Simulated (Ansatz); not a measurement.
Cost and result by functional for the surface energy of the (100) surface of rock-salt SnTe in its 1x1 cell (cut with top plane Sn + Te, bottom plane Sn + Te), outermost plane spacing 3.20 Å in the ideal cut, in Ansatz (plane waves, PAW). Single points on the PBE structure, on one kind of machine; costs are rough ratios of the slab run's core time (references not counted) to the cheapest single point. r2SCAN's cost holds its higher cutoff (500 against 420 eV). Differences are taken against HSE06 for comparison alone: no measured value is at hand, so the table doesn't rank accuracy. HSE06 ran on a coarser k-mesh, which lowers its cost and carries part of its shift.

Set-up: 10 atoms, Sn5Te5, 12.8 Å thick at the start; mesh 6x6x1; 0.025 eV smearing; dipole correction on; all atoms relaxed; start symmetry kept, larger cells not searched; no spin, no spin-orbit, no U. These notes are the PBE run's.

```tsv
functional	relative cost	surface energy (J/m²)	less HSE06 (J/m²)
LDA	1	0.29	0.12
RPBE	1	0.08	-0.09
PBEsol	1	0.24	0.07
r2SCAN	2	0.20	0.03
HSE06	20	0.17	0.00
PBE (the relaxed run's value)	–	0.16	-0.01
```

The values span 0.21 J/m², while the single points' costs differ by a factor of roughly 20. Differences are of unrounded values.

Ansatz is a first-principles code.
